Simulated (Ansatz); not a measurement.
By LDA and PBEsol, the system below comes out a metal.

Given:

```xyz
2
Lattice="3.0628 0.0000 0.0000 0.0000 4.3314 0.0000 1.5314 2.1657 1.5314" Properties=species:S:1:pos:R:3 pbc="T T T"
Ti     0.0000     0.0000     0.0000
C      0.0000     2.1657     0.0000
```

Space group of this cell: Fm-3m, rock salt. The cell is taken as given; by PBEsol its mean pressure is -6.7 GPa.

The current runs along the normal of the first two printed vectors, the (110) plane. All runs by Ansatz (a program for electronic structure), plane waves and PAW, without spin-orbit coupling; the base is PBEsol.

```json
[
 {"run": "base", "mean pressure (GPa)": "-6.7", "G/A, both spins (10¹⁵ S/m²)": "0.32"},
 {"run": "all lengths scaled by 0.98", "mean pressure (GPa)": "9.7", "G/A, both spins (10¹⁵ S/m²)": "0.33"},
 {"run": "all lengths scaled by 1.02", "mean pressure (GPa)": "-19.3", "G/A, both spins (10¹⁵ S/m²)": "0.32"},
 {"run": "lda in place of pbesol", "mean pressure (GPa)": "-12.6", "G/A, both spins (10¹⁵ S/m²)": "…"},
 {"run": "lengths across the current scaled by 0.98, ions clamped", "mean pressure (GPa)": "3.9", "G/A, both spins (10¹⁵ S/m²)": "…"},
 {"run": "lengths along the current scaled by 1.03, ions clamped", "mean pressure (GPa)": "-13.3", "G/A, both spins (10¹⁵ S/m²)": "0.28"}
]
```

Fill in the missing entries.


- lda in place of pbesol, G/A, both spins (10¹⁵ S/m²): 0.31
- lengths across the current scaled by 0.98, ions clamped, G/A, both spins (10¹⁵ S/m²): 0.31
